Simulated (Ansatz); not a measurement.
## Several settings converged on CaGe₂Au₂ (I4mm, 5 atoms in the cell)

```xyz
5
Lattice="-2.2185 2.2185 5.1224 2.2185 -2.2185 5.1224 2.2185 2.2185 -5.1224" Properties=species:S:1:pos:R:3 pbc="T T T"
Ca     0.0000     0.0000     0.0500
Ge     0.0000     0.0000     3.9096
Ge     0.0000     0.0000     6.3353
Au     0.0000     2.2185     2.5612
Au     2.2185     0.0000     2.5612
```

Base method: LDA (PW92), default PAW files made with PBE (plane waves; Ansatz, a quantum-chemistry and plane-wave program).

Base settings: basis.ecutwfc = 420 eV; kpoints.mp_grid.grid = 5 5 5; hamiltonian.xc = lda; hamiltonian.pseudopotentials = {kind: paw} (the program's default PAW files); scf.occupations.method = gaussian; scf.occupations.width = 0.1 eV.

The count of work is k-points × plane waves × bands × iterations; it is no time. 

**The cutoff for other potential files**

Level: DFT, LDA (PW92), plane waves, harder PAW files (source: ansatz) made with PBE.

In this ladder: hamiltonian.pseudopotentials = {kind: paw, source: ansatz}.

The second cell is the first with its lattice scaled by 0.98.

The mesh stays at the base's, so the ladder's end is converged at best in this setting alone.

The first pressure column holds Ansatz's estimate of the finite-basis (Pulay) stress, which hides part of the cutoff error; the other is without it.

Only quantities that move along the ladder and can be compared are tabulated.

```csv
basis.ecutwfc,free energy less the last step's (meV/atom),energy of the compressed cell less the first (meV/atom),pressure (GPa),pressure without the Pulay estimate (GPa),largest difference of a force vector from the last step's (eV/Å),count of work / last
370 eV,7016.74,-16.53,-4.49,-236.71,0.384,0.12
450 eV,1699.66,-3.67,-3.62,-79.58,0.073,0.14
575 eV,116.21,-3.51,-3.37,-12.09,0.004,0.21
695 eV,3.58,-4.39,-3.40,-3.82,0.000,0.30
820 eV,0.48,-4.43,-3.40,-3.40,0.000,0.39
985 eV,0.29,-4.43,-3.40,-3.40,0.000,0.47
1230 eV,0.07,-4.43,-3.40,-3.40,0.000,0.65
1640 eV,0.00,-4.44,-3.40,-3.40,0.000,1.0
```

Coarsest basis.ecutwfc that holds the pressure without the Pulay estimate within 0.1 GPa of the last step, with all finer ones: 820 eV, at 0.39 of the last step's count of work; the step before is off by 0.42 GPa.

Coarsest basis.ecutwfc that holds the pressure within 0.5 GPa of the last step, with all finer ones: 450 eV, at 0.14 of the last step's count of work; the step before is off by 1.1 GPa.

Coarsest basis.ecutwfc that holds the forces within 0.005 eV/Å of the last step, with all finer ones: 575 eV, at 0.21 of the last step's count of work; the step before is off by 0.073 eV/Å.

The energy difference between the two cells stays within 1 meV/atom of the last step's from 450 eV on, the total only from 820 eV on: much of the error is common to both cells and cancels.

At the lowest cutoff the pressure without the Pulay estimate lies 233 GPa under the last step's, the usual sign of Pulay stress in an incomplete plane-wave basis.

**The density cutoff**

The mesh stays at the base's, so the ladder's end is converged at best in this setting alone.

Only quantities that move along the ladder and can be compared are tabulated.

```csv
basis.ecutrho_ratio,free energy less the last step's (meV/atom),pressure (GPa),largest difference of a force vector from the last step's (eV/Å)
2,-11.81,-2.90,0.011
3,-0.38,-3.43,0.000
4,-0.05,-3.44,0.000
5,-0.02,-3.44,0.000
6,-0.01,-3.44,0.000
8,0.00,-3.44,0.000
10,0.00,-3.44,0.000
12,0.00,-3.44,0.000
16,0.00,-3.44,0.000
```

Coarsest basis.ecutrho_ratio that holds the pressure within 0.2 GPa of the last step, with all finer ones: 3; the step before is off by 0.55 GPa.

Coarsest basis.ecutrho_ratio that holds the free energy within 5 meV/atom of the last step, with all finer ones: 3; the step before is off by 12 meV/atom.

Coarsest basis.ecutrho_ratio that holds the forces within 0.005 eV/Å of the last step, with all finer ones: 3; the step before is off by 0.011 eV/Å.

**The relaxed cell against the cutoff**

On CaGe2Au2 (I4/mmm, 5 atoms in the cell): atoms on their sites.

In this ladder: relax = cell and atoms.

The mesh stays at the base's, so the ladder's end is converged at best in this setting alone.

Only quantities that move along the ladder and can be compared are tabulated.

| basis.ecutwfc | relaxed volume (Å³/atom) | relaxation steps |
|---|---|---|
| 250 eV | 19.338 | 53 |
| 295 eV | 19.580 | 24 |
| 355 eV | 19.528 | 9 |
| 420 eV | 19.524 | 7 |
| 505 eV | 19.524 | 7 |
| 630 eV | 19.524 | 7 |
| 840 eV | 19.524 | 7 |

Coarsest basis.ecutwfc that holds the relaxed volume within 0.098 Å³/atom of the last step, with all finer ones: 295 eV; the step before is off by 0.19 Å³/atom.

At the lowest cutoff the cell relaxes to a volume 1.0 % smaller than at the highest. Ansatz relaxes on a stress corrected for the finite basis.

On the base run: the starting cell comes from a database of computed structures (which also holds hypothetical and non-ambient phases and stackings), without a prior relaxation at this level. Its lattice was rescaled by up to half a per cent. One atom was moved a little off its site on purpose.

Left out of this page: 1 run of the series failed or unconverged.

Keys are those of Ansatz 0.2.
